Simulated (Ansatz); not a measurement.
We consider Cu3N (model structure, started from the D03 type, Fm-3m, No. 225, 4 atoms in the cell), described by PBE in Ansatz (PAW).

Settings: plane-wave cutoff 520 eV, 20×20×20 k mesh, Fermi–Dirac smearing 0.05 eV, no spin polarisation, scalar-relativistic PAW data made under PBE.

Cell (relaxed at this level):

```cif
data_Cu12N4
_chemical_formula_sum 'N4 Cu12'
_space_group_name_H-M_alt 'Fm-3m'
_space_group_IT_number 225
_space_group_name_Hall '-F 4 2 3'
_cell_length_a 5.57905
_cell_length_b 5.57905
_cell_length_c 5.57905
_cell_angle_alpha 90.000
_cell_angle_beta 90.000
_cell_angle_gamma 90.000
loop_
_atom_site_label
_atom_site_type_symbol
_atom_site_symmetry_multiplicity
_atom_site_Wyckoff_symbol
_atom_site_fract_x
_atom_site_fract_y
_atom_site_fract_z
_atom_site_occupancy
N1 N 4 a 0.00000 0.00000 0.00000 1
Cu1 Cu 4 b 0.50000 0.50000 0.50000 1
Cu2 Cu 8 c 0.25000 0.25000 0.25000 1
```
(The calculation used a cell of 4 atoms; values per cell refer to that cell.)

Q: What does this level give for the bulk modulus B0?

A: 
- bulk modulus B0 = 145 GPa

Note: the bulk modulus is −V dP/dV from two relaxed cells at ±2 % in volume; the relaxation could raise the start's symmetry but not lower it, so the cell can be a saddle point.

Cost on a shared machine: roughly 110 core-seconds.

A model structure was made by putting elements into a prototype or built by hand; it is no filed structure, need not be a known phase, and can be a saddle point held by its symmetry.

Ansatz is a program for electronic structure.
